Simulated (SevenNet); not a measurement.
# CsCl-type FeAl

Level of theory: the machine-learned potential SevenNet-0 (trained on PBE and PBE+U data).

Cell: relaxed at this level.

```
Property                               Result
------------------------------  -------------
equilibrium lattice constant a        2.871 Å
equilibrium volume per atom     11.83 Å³/atom
```

Measured, for comparison: lattice constant a 2.910 Å, equilibrium volume per atom 12.32 Å³/atom (room temperature, no zero-point or thermal correction; as tabulated in Liu et al. (2023), doi:10.1107/s2414314623010659). Computed (rounded) less measured: lattice constant a -1.3 %, equilibrium volume per atom -4.0 %. A static lattice is as a rule a little smaller and stiffer than an uncorrected measurement, which narrows the difference in the lattice constant a and would widen misses of the other sign.

A machine-learned potential is trained on density-functional data: it inherits that level's misses and adds fitting errors of its own.
